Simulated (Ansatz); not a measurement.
Start from Ag in the fcc (Cu type) structure (space group Fm-3m, No. 225; a = 4.105 Å; relaxed with 0.1 eV smearing). Axes: x, y, z lie along the cube axes.

Computed with plane-wave PAW DFT at the r2SCAN level (Ansatz, a quantum-chemistry and plane-wave program, 500 eV), scalar-relativistic without spin-orbit coupling, earlier PAW set.

Before the change:

| Quantity | Value |
|---|---|
| Shortest interatomic distance | 2.902 Å |
| Pressure | 0.0 GPa |

Modification: uniaxial strain ε_yy = −0.41 %, all other strain components held at zero, atoms relaxed at fixed cell.

### Question
Estimate the effect on the shortest interatomic distance, pressure and energy relative to the base.

### Answer
The shortest interatomic distance falls by 0.006 Å to 2.896 Å; the pressure (mean of the normal stresses, compression positive) goes from zero to 0.4 GPa; the energy stays essentially unchanged.

Stability against distortions was not tested.
